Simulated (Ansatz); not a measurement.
O interstitial started as a split pair with O in alpha quartz (start: split with O; 72-site cell, 2×2×2 Γ-centred sampling). Calculation: PBE, PAW (plane waves to 420 eV; Ansatz, a quantum-chemistry and plane-wave program). Total energies of the localised charge states, counted from that of charge +1, and their image corrections (point charge with alignment); the host's valence-band maximum lies at 1.990 eV on the cells' energy zero and its gap is 5.68 eV.

```json
[
 {"charge": "+1", "moment (μB)": "1.0", "E − E(first) (eV)": "0.000", "correction (eV)": "0.488"},
 {"charge": "0", "moment (μB)": "0.0", "E − E(first) (eV)": "2.581", "correction (eV)": "0.000"},
 {"charge": "−1", "moment (μB)": "1.0", "E − E(first) (eV)": "7.106", "correction (eV)": "0.279"},
 {"charge": "−2", "moment (μB)": "not spin-polarised", "E − E(first) (eV)": "11.339", "correction (eV)": "1.327"}
]
```

Derive the transition levels above the valence-band maximum and say which of them are thermodynamic.

A level is the Fermi energy at which two charges have equal formation energy: ε(q/q′) = [E(q′) + corr(q′) − E(q) − corr(q)] / (q − q′) − E_VBM.
ε(+1/0) = [(2.581 + 0.000) − (0.000 + 0.488)] / 1 − 1.990 = 0.10 eV
ε(0/−1) = [(7.106 + 0.279) − (2.581 + 0.000)] / 1 − 1.990 = 2.81 eV
ε(−1/−2) = [(11.339 + 1.327) − (7.106 + 0.279)] / 1 − 1.990 = 3.29 eV
Thermodynamic levels at least 0.1 eV inside the gap: (+1/0) at 0.10 eV; (0/−1) at 2.81 eV; (−1/−2) at 3.29 eV. Corrections reach 1.33 eV, so the outer levels may be off by several tenths of an eV. Only the charges listed were compared. The geometries come from one start. Flagged in the runs: a host whose relaxation on this sampling wasn't shown to rest, a strain field that reaches the edge of the cell.
